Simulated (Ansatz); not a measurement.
Seebeck coefficient (μV/K, mean over directions) of n-type ZrPbO3 (Amm2) against carrier density, PBEsol with spin-orbit coupling, rigid bands in Ansatz (a quantum-chemistry and plane-wave program). Computed gap 2.34 eV; densities at which minority carriers matter at this gap, or further valleys turn the trend, are left out. Conductivity mass 0.42 mₑ (harmonic mean over directions), N_c = 1.4e19 cm⁻³ at 300 K.

```tsv
electron density	300 K	500 K
1e16 cm⁻³	-833	-898
1e17 cm⁻³	-635	(withheld)
1e18 cm⁻³	-437	-502
3e18 cm⁻³	-343	-407
1e19 cm⁻³	-243	(withheld)
3e19 cm⁻³	-158	-216
1e20 cm⁻³	(withheld)	-129
3e20 cm⁻³	-43	-71
1e21 cm⁻³	-23	-39
```

Question: Fill in the missing entries.

Answer: 
- 1e17 cm⁻³, 500 K: -700
- 1e19 cm⁻³, 500 K: -306
- 1e20 cm⁻³, 300 K: -84

Rigid bands with a gap fixed in temperature, one relaxation time for all states, no polarons or phonon drag, and whether or not such doping can be reached.

Formula and space group known from diffraction (Crystallography Open Database), not checked to be the room-temperature form: ZrPbO3 (Amm2).
